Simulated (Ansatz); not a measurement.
## Hypothetical R3m CsPbBr3, carrier doping

Consider CsPbBr$_{3}$ (space group R3m, No. 160; a = 8.261 Å, c = 10.338 Å (hexagonal axes); a hypothetical phase, not in the database extracts checked).

Carriers are added at fixed cell with a uniform background; the Fermi–Dirac width is that of 300 K.

Computed with PBEsol in Ansatz (plane waves to 420 eV, PAW, no spin-orbit coupling).

Candidates:
(a) electrons 2.0×10^21 cm⁻³
(b) electrons 3.0×10^21 cm⁻³
(c) holes 5.0×10^21 cm⁻³
(d) electrons 5.0×10^21 cm⁻³

Question: Order them by largest internal atomic displacement, highest first.

Answer: (c) holes 5.0×10^21 cm⁻³ (0.331 Å), (d) electrons 5.0×10^21 cm⁻³ (0.176 Å), (b) electrons 3.0×10^21 cm⁻³ (0.136 Å), (a) electrons 2.0×10^21 cm⁻³ (0.100 Å)

Charged cell with a jellium background: band edges are those of the host's band count, energies are not comparable with the neutral cell, and many-body gap narrowing is missing. Stability against distortions was not tested.

Ansatz is a program for electronic structure.
